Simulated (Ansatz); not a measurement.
# Ag with two functionals

Base system: Ag in the fcc (Cu type) structure (space group Fm-3m, No. 225; a = 4.149 Å).

(Cell as relaxed with PBE.)

Levels (all Ansatz, an electronic-structure program, PAW, earlier PAW set): PBE (420 eV, no spin-orbit coupling); PBEsol (420 eV, without spin-orbit coupling).

Each level relaxes its own structure.

```json
[
 {"quantity": "volume per atom", "PBE": "17.86 Å³", "PBEsol": "?"},
 {"quantity": "lattice parameter a", "PBE": "4.149 Å", "PBEsol": "?"},
 {"quantity": "band gap", "PBE": "zero", "PBEsol": "?"}
]
```

Task: Predict the PBEsol column.

Result: 
- volume per atom, PBEsol: 16.67 Å³
- lattice parameter a, PBEsol: 4.055 Å
- band gap, PBEsol: zero

PBE's volume per atom lies 1.19 Å³ above PBEsol's (7.1 %); PBE's lattice parameter a lies 0.094 Å above PBEsol's (2.3 %); the two agree on the band gap. Neither level is exact; PBEsol is the comparison here, not a measurement.

No phonon test of stability was made.
